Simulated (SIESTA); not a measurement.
# Input and output of a self-consistent single point for TiZn (Pm-3m, 2 atoms in the cell) (SIESTA)

Method: GGA PBEsol, numerical atomic orbitals TZP, PseudoDojo PBEsol standard norm-conserving potentials (rewritten from UPF to PSML) run with SIESTA.

Input as run:

```
# files in the folder: Ti.psml Zn.psml (PseudoDojo PBEsol standard)
SystemName  TiZn
SystemLabel tizn

NumberOfAtoms                2
NumberOfSpecies              2
%block ChemicalSpeciesLabel
  1 22 Ti
  2 30 Zn
%endblock ChemicalSpeciesLabel
LatticeConstant              3.123750 Ang
%block LatticeVectors
     1.000000000    0.000000000    0.000000000
     0.000000000    1.000000000    0.000000000
     0.000000000    0.000000000    1.000000000
%endblock LatticeVectors
AtomicCoordinatesFormat      Fractional
%block AtomicCoordinatesAndAtomicSpecies
     0.500000000    0.500000000    0.500000000  1
     0.000000000    0.000000000    0.000000000  2
%endblock AtomicCoordinatesAndAtomicSpecies

XC.functional                GGA
XC.authors                   PBEsol
PAO.BasisSize                TZP
PAO.EnergyShift              0.01 Ry
MeshCutoff                   350 Ry
%block kgrid.MonkhorstPack
    7   0   0  0.0
    0   7   0  0.0
    0   0   7  0.0
%endblock kgrid.MonkhorstPack
OccupationFunction           FD
ElectronicTemperature        100.0 meV

MaxSCFIterations             150
SCF.Mixer.Method             Pulay
SCF.Mixer.Weight             0.25
SCF.Mixer.History            6
SCF.DM.Tolerance             1.0E-05
Diag.ParallelOverK           true
WriteForces                  true
```

Output, abridged:

```
reinit: Reading from file input.fdf

reinit: System Name: TiZn
reinit: System Label: tizn

coor:   Atomic-coordinates input format  =     Fractional

siesta: Atomic coordinates (Bohr) and species
siesta:      2.95152   2.95152   2.95152  1        1
siesta:      0.00000   0.00000   0.00000  2        2

siesta: System type = bulk

initatomlists: Number of atoms, orbitals, and projectors:      2    50    36

siesta: ******************** Simulation parameters ****************************
redata: Spin configuration                          = none
redata: Time-Reversal Symmetry                      = T
redata: Number of Atomic Species                    =        2
redata: Mesh Cutoff                                 =   350.0000 Ry
redata: Net charge of the system                    =     0.0000 |e|
redata: Min. number of SCF Iter                     =        0
redata: Max. number of SCF Iter                     =      150
redata: SCF convergence failure will abort job
redata: SCF mix quantity                            = Hamiltonian
redata: Mix DM or H after convergence               =   F
redata: Recompute H after scf cycle                 =   F
redata: Mix DM in first SCF step                    =   T
redata: No kicks to SCF
redata: DM Mixing Weight for Kicks                  =     0.5000
redata: Require Harris convergence for SCF          =   F
redata: Harris energy tolerance for SCF             =     0.000100 eV
redata: Require DM convergence for SCF              =   T
redata: DM tolerance for SCF                        =     0.000010
redata: Require EDM convergence for SCF             =   F
redata: EDM tolerance for SCF                       =     0.001000 eV
redata: Require H convergence for SCF               =   T
redata: Hamiltonian tolerance for SCF               =     0.001000 eV
redata: Require (free) Energy convergence for SCF   =   F
redata: (free) Energy tolerance for SCF             =     0.000100 eV
redata: Using DFT-D3 dispersion                     =   F
redata: Using Saved Data (generic)                  =   F
redata: Method of Calculation                       = Diagonalization
redata: Electronic Temperature                      =  1160.4518 K
redata: Number of TDED substeps                     =        3
redata: Dynamics option                             = Single-point calculation
redata: Save all siesta data in one NC              =   F
redata: ***********************************************************************

%block SCF.Mixers
  Pulay
%endblock SCF.Mixers

%block SCF.Mixer.Pulay
  # Mixing method
  method pulay
  variant stable

  # Mixing options
  weight 0.2500
  weight.linear 0.2500
  history 6
%endblock SCF.Mixer.Pulay

DM_history_depth set to one: no extrapolation allowed by default for geometry relaxation
Size of DM history Fstack: 1
Total number of electrons:    32.000000
Total ionic charge:    32.000000

* ProcessorY, Blocksize:    1  51

* Orbital distribution balance (max,min):    50    50

 Kpoints in:          196 . Kpoints trimmed:          172

siesta: k-grid: Number of k-points = 172
siesta: k-points from Monkhorst-Pack grid
siesta: k-cutoff (effective) =    10.933 Ang
siesta: k-point supercell and displacements
siesta: k-grid:     7     0     0      0.000
siesta: k-grid:     0     7     0      0.000
siesta: k-grid:     0     0     7      0.000

diag: Algorithm                                     = D&C
diag: Parallel over k                               =   F
diag: Use parallel 2D distribution                  =   F
diag: Parallel block-size                           = 51
diag: Parallel distribution                         =     1 x     1
diag: Used triangular part                          = Lower
diag: Absolute tolerance                            =  0.100E-15
diag: Orthogonalization factor                      =  0.100E-05
diag: Memory factor                                 =  1.0000

superc: Internal auxiliary supercell:     5 x     5 x     5  =     125
superc: Number of atoms, orbitals, and projectors:    250   6250   4500

                        Single-point calculation

superc: Internal auxiliary supercell:     5 x     5 x     5  =     125
superc: Number of atoms, orbitals, and projectors:    250   6250   4500

outcell: Unit cell vectors (Ang):
        3.123750    0.000000    0.000000
        0.000000    3.123750    0.000000
        0.000000    0.000000    3.123750

outcell: Cell vector modules (Ang)   :    3.123750    3.123750    3.123750
outcell: Cell angles (23,13,12) (deg):     90.0000     90.0000     90.0000
outcell: Cell volume (Ang**3)        :     30.4810
new_DM -- step:     1
Initializing Density Matrix...

Attempting to read DM from file... Failed...
DM filled with atomic data:

InitMesh: MESH = 36 x 36 x 36 = 46656
InitMesh: Mesh cutoff (required, used) =   350.000   367.075 Ry

stepf: Fermi-Dirac step function

        iscf     Eharris(eV)        E_KS(eV)     FreeEng(eV)     dDmax    Ef(eV) dHmax(eV)
   scf:    1    -6845.443712    -7149.307135    -7149.583653  5.448217 -1.264336 80.339805
   scf:    2    -7214.762121    -7279.940878    -7279.962254  1.726030 -0.494996 21.532844
   scf:    3    -7300.993404    -7291.641672    -7291.670745  1.214865 -1.638123 11.244828
   scf:    4    -7296.065346    -7296.070902    -7296.112932  0.786479 -3.369897  2.123192
   scf:    5    -7292.778550    -7295.154281    -7295.184881  0.374468 -2.389282  5.496904
   scf:    6    -7293.732061    -7295.628674    -7295.674353  0.399529 -3.529377  4.210096
   [... 3 lines left out ...]
   scf:   10    -7296.237162    -7296.237240    -7296.273647  0.001131 -3.138993  0.016940
   scf:   11    -7296.237316    -7296.237283    -7296.273657  0.000773 -3.136935  0.002364
   scf:   12    -7296.237272    -7296.237277    -7296.273657  0.000117 -3.137273  0.000332
   scf:   13    -7296.237278    -7296.237278    -7296.273657  0.000012 -3.137241  0.000001
   scf:   14    -7296.237278    -7296.237278    -7296.273657  0.000000 -3.137241  0.000001

SCF Convergence by DM+H criterion
max |DM_out - DM_in|         :     0.0000001962
max |H_out - H_in|      (eV) :     0.0000010186
SCF cycle converged after 14 iterations

Using DM_out to compute the final energy and forces

siesta: E_KS(eV) =            -7296.2373

siesta: E_KS - E_eggbox =     -7296.2373

siesta: Atomic forces (eV/Ang):
     1    0.000000   -0.000000   -0.000000
     2    0.000000    0.000000    0.000000
   Tot    0.000000    0.000000    0.000000
   Max    0.000000
   Res    0.000000    sqrt( Sum f_i^2 / 3N )
   Max    0.000000    constrained

Stress tensor Voigt[x,y,z,yz,xz,xy] (kbar):       73.18       73.18       73.18       -0.00        0.00       -0.00
(Free)E + p*V (eV/cell)    -7297.6659
Target enthalpy (eV/cell)    -7296.2737

siesta: Program's energy decomposition (eV):
siesta: Ebs     =     -1234.647961
siesta: Eions   =      8905.679605
siesta: Ena     =       535.006130
siesta: Ekin    =      3146.173643
siesta: Enl     =     -1291.875120
siesta: Eso     =         0.000000
siesta: Edftu   =         0.000000
siesta: DEna    =        56.279187
siesta: DUscf   =         4.341751
siesta: DUext   =         0.000000
siesta: Ex      =      -787.875988
siesta: Ec      =       -52.607277
siesta: Exc     =      -840.483265
siesta: Eharris =     -7296.237278
siesta: Etot    =     -7296.237278
siesta: FreeEng =     -7296.273657

siesta: Stress tensor (static) (eV/Ang**3):
siesta:     0.045677   -0.000000   -0.000000
siesta:    -0.000000    0.045677   -0.000000
siesta:     0.000000   -0.000000    0.045677

siesta: Cell volume =         30.480972 Ang**3

siesta: Pressure (static):
siesta:                Solid            Molecule  Units
siesta:          -0.00049748         -0.00049748  Ry/Bohr**3
siesta:          -0.04567663         -0.04567663  eV/Ang**3
siesta:         -73.18203316        -73.18203316  kBar
```

The run converged in 14 iterations.

The starting cell comes from a database of computed structures (which also holds hypothetical and non-ambient phases and stackings), without a prior relaxation at this level. Values carry the incompleteness of an atom-centred basis. With a pressure of about -7 GPa the cell is away from its equilibrium volume at this level.
